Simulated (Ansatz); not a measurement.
Base system: RuP2 (space group Pnnm, No. 58; a = 5.1027 Å, b = 5.8686 Å, c = 2.8620 Å).

The change: a hydrostatic pressure of 7.5 GPa.

Levels (all Ansatz, a program for electronic structure, PAW): PBEsol (420 eV, no spin-orbit coupling); PBEsol+SOC (420 eV, spin-orbit coupling included).

The geometry is relaxed with PBEsol.

* **PBEsol lowest conduction level above the VBM at special points**: Z 1.15 eV; T 1.35 eV; R 1.62 eV; Γ 1.72 eV
* **PBEsol gap character**: indirect, T → Γ–Z (43 % along)

Question: What does PBEsol+SOC give at this geometry for the lowest conduction level above the VBM at special points, hole mass and gap character?

Answer: The lowest conduction level above the VBM at special points becomes Z 1.14 eV; T 1.32 eV; R 1.60 eV; Γ 1.70 eV (PBEsol: Z 1.15 eV; T 1.35 eV; R 1.62 eV; Γ 1.72 eV); the hole mass comes out as 0.29 mₑ along a, 0.16 mₑ along b, 0.46 mₑ along c (at T); the gap character is still indirect, T → Γ–Z (43 % along).

Single points use the geometry relaxed with PBEsol. The spin-orbit shifts are approximate. Load acts through the strain it causes; cell and atoms are relaxed under it. Masses are band curvatures over ±0.01 Å⁻¹ around the edge. Stability against distortions was not tested. No other phases were tried under pressure.
